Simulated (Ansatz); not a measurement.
Candidates (primitive cells; geometry: cell and atoms relaxed with PBEsol):
A. ZnS (F-43m), a = b = c = 3.787 Å, α = β = γ = 60.00°
B. MgO (Fm-3m), a = b = c = 2.9798 Å, α = β = γ = 60.00°
C. GaAs (F-43m), a = b = c = 4.001 Å, α = β = γ = 60.00°
D. InAs (F-43m), a = 4.3047 Å, b = 4.3047 Å, c = 4.3047 Å, α = 60.00°, β = 60.00°, γ = 60.00°
E. MgS (Fm-3m), a = 3.664 Å, b = 3.664 Å, c = 3.664 Å, α = 60.00°, β = 60.00°, γ = 60.00°

### Question
Put the candidates in order of Seebeck coefficient, n-type 1e19 cm⁻³, lowest first, for HSE06, rigid bands in Ansatz (a program for electronic structure).

### Answer
E (-258 μV/K), B (-175 μV/K), A (-119 μV/K), C (-50 μV/K), D (-31 μV/K)

Seebeck coefficients are for the stated density at 300 K, with one relaxation time for all states and whether or not that doping can be reached. Spin-orbit coupling is left out.
